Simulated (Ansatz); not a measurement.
Take GaIr in the CsCl type structure (space group Pm-3m, No. 221; a = 3.0200 Å; relaxed with 0.1 eV smearing) as the base. Axes: x, y, z lie along the cube axes.

Level of theory: Ansatz (a program for electronic structure), PBEsol, PAW, cutoff 420 eV, spin-orbit coupling left out.

Modification: every lattice vector is shortened by 1.95 %, atoms relaxed at fixed cell.

### Question
Predict the stress tensor and what it implies for the stiffness.

### Answer
Stress of the strained cell less that of the base (GPa, compression positive):
```
   16.6     0.0     0.0
    0.0    16.6     0.0
    0.0     0.0    16.6
```

Then B = −ΔP/(ΔV/V₀) with ΔV/V₀ = -0.0574 gives secant stiffness values (nonlinear terms included at this strain): B ≈ 290 GPa.

As a check, the harmonic strain energy −½ V₀ Δσ:ε is 42 meV/atom; the computed energy rise is 39 meV/atom.

Whether these cells are dynamically stable was not tested. The final runs are not spin-polarised.
